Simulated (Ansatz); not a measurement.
An Ansatz (a first-principles code) run: Sn with a change (biaxial strain +1.00 %, plane normal [001], relaxed out of plane); PBEsol (Ansatz; PAW; 420 eV plane waves; spin-orbit coupling left out).

Input:

Ansatz 0.2 input:
```yaml
crystal:
  lattice:
    - [4.6708540697, 0, 0]
    - [0, 4.6708540697, 0]
    - [2.3354270348, -2.3354270348, 3.2537412116]
  atoms:
    - { symbol: Sn, position: [0, 0, 0] }
    - { symbol: Sn, position: [0.75, 0.75, 0.5] }
basis: { ecutwfc: 420, ecutrho_ratio: 4, xc_grid: 2, fft_grid_basis: typed }
kpoints: { mp_grid: { grid: [15, 15, 15] } }
hamiltonian:
  xc: pbesol
  dispersion: none
  pseudopotentials: { kind: paw }
scf: { occupations: { method: fermi_dirac, width: 0.1 } }
relax: { f_tol: 0.005, max_steps: 50, cell: { stress_tol: 0.01, fix: [a, b, gamma] } }
output: { forces: true, stress: true }
checkpoint: { write: state.ck, write_every: 1000 }
```

Output (explanatory and most iteration lines left out):

```
Relaxation: its limit of steps is 50 (relax.max_steps)
Pseudopotential: Sn, paw, valence charge 14
Crystal: 2 atoms, lattice volume = 70.986 Å³
Basis set: ecut = 420 eV, 1395 PW (Γ), exchange–correlation on 64×64×64 points (8 copies of the dense FFT grid, shifted against one another)
Bands: 18, of which v1, the nominal top of the filled ones, is band 14 counted from 1 (13 counted from 0)
Symmetry: 16 space group operations
Space group: I41/amd (ITA 141), of the structure as read, at distance tolerance 4.1e-5 Å
k-points: 288 of 3375
Functional: x = pbesol(κ = 0.804, μ = 0.12345679012345678), c = pbesol(β = 0.046)
SCF iter   1: F=—  HF=-11899.510205 eV  |F-HF|=—  |Δ(HF+E_count)|=         —  Δρ=2.46e-3  dr2=5.01e-3  ethr=1.77e-3  ⟨swp⟩=5.9  Hψ=27182  notcnv=0
SCF iter   2: F=—  HF=-11899.507420 eV  |F-HF|=—  |Δ(HF+E_count)|=   2.79e-3  Δρ=1.53e-3  dr2=2.53e-3  ethr=1.79e-5  ⟨swp⟩=1.2  Hψ=7693  notcnv=0
SCF 1 converged in 7 iterations: F = -11899.507316 eV  dr2 = 8.60e-9
relax step   1: F+E_penalty+E_count = -11899.50731576 eV  Δ(F+E_penalty+E_count) = +0.000e0 eV  max|allowed force component| = 9.541e-18 eV/Å  Δτ_max = 0.0000 Å  P = -0.588 GPa  Ω = 70.986 Å³  fix = [a, b, gamma]  reactions: a -0.735, b -0.735 GPa  (7 SCF iters, dr2 threshold 1.00e-7 eV, accepted)
[... steps on the carried basis left out ...]
relax step   3: F+E_penalty+E_count = -11899.50770407 eV  Δ(F+E_penalty+E_count) = +1.741e-6 eV  max|allowed force component| = 2.689e-17 eV/Å  Δτ_max = 0.0000 Å  P = -0.391 GPa  Ω = 70.626 Å³  energy of the carried Pulay correction = +5.603e-5 eV  fix = [a, b, gamma]  reactions: a -0.586, b -0.586 GPa  (3 SCF iters, dr2 threshold 3.58e-10 eV, accepted)
Crystal: 2 atoms, lattice volume = 70.626 Å³
SCF iter   1: F=—  HF=-11899.507646 eV  |F-HF|=—  |Δ(HF+E_count)|=         —  Δρ=5.61e-6  dr2=3.50e-9  ethr=3.92e-7  ⟨swp⟩=2.7  Hψ=39040  notcnv=0
SCF iter   2: F=—  HF=-11899.507646 eV  |F-HF|=—  |Δ(HF+E_count)|=   1.73e-7  Δρ=3.11e-6  dr2=1.46e-9  ethr=1.25e-11  ⟨swp⟩=3.8  Hψ=13758  notcnv=0
SCF 4 converged in 7 iterations: F = -11899.507646 eV  dr2 = 6.27e-13
SCF converged after 7 iterations
Free energy (F): -11899.507646 eV
Internal energy: -11899.502304 eV  (E = F + TS)
E sigma→0 (E₀):  -11899.504975 eV
Entropy (-TS):   -0.005342 eV (-2.671 meV/atom)
Fermi energy:    7.291437 eV
--- Forces (eV/Å), atoms counted from 1 ---
  atom   1  Sn     0.00000000     0.00000000     0.00000000
  atom   2  Sn    -0.00000000    -0.00000000     0.00000000
--- Stress (GPa, compression-positive) ---
       -0.586038      -0.000000      -0.000000
       -0.000000      -0.586038       0.000000
       -0.000000       0.000000      -0.000486
  P = ⅓ Tr σ = -0.3909 GPa (-3.909 kbar)
--- Relaxed structure (3 steps of the walk, 3 accepted, 1 SCFs on fresh bases) ---
  cell:  # Å, volume = 70.6264 Å³
    - [4.6708540697, 1.378798556872184e-22, 3.588837119536524e-11]
    - [1.3787986927418925e-22, 4.6708540697, -3.588837296370279e-11]
    - [2.335427034825127, -2.335427034825127, 3.2372381093140645]
  atoms:
    - { symbol: Sn, position: [-2.9595622687047613e-35, 1.1206148077843236e-34, 5.919124537472883e-35] }
    - { symbol: Sn, position: [0.75, 0.75, 0.49999999999999983] }
```

Whether these cells are dynamically stable was not tested. The cell was made from Sn in the diamond structure (space group Fd-3m, No. 227) by this change: biaxial strain +1.00 %, plane normal [001], relaxed out of plane.
